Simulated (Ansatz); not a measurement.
By PBEsol, the system below comes out a metal.

Without scattering a metal conducts by its projected Fermi surface.

```
CELL_PARAMETERS angstrom
      4.15261     0.00000     0.00000
      0.00000     4.15261     0.00000
      0.00000     0.00000     4.15261
ATOMIC_POSITIONS crystal
  La 0.00000 0.00000 0.00000
  B  0.19988 0.50000 0.50000
  B  0.80012 0.50000 0.50000
  B  0.50000 0.19988 0.50000
  B  0.50000 0.80012 0.50000
  B  0.50000 0.50000 0.80012
  B  0.50000 0.50000 0.19988
```

The cell is taken as given; by PBEsol it stands under a pressure of -2.9 GPa.

The current flows along the normal of the first two printed cell vectors, the (001) plane of the conventional cell. No spin-orbit coupling; the value is a mean over 0.1 eV about the Fermi level.

Task: Compute, with PBEsol run with Ansatz (a quantum-chemistry and plane-wave program), the ballistic conductance per area.

Result: 0.47 × 10¹⁵ S/m² for both spins.
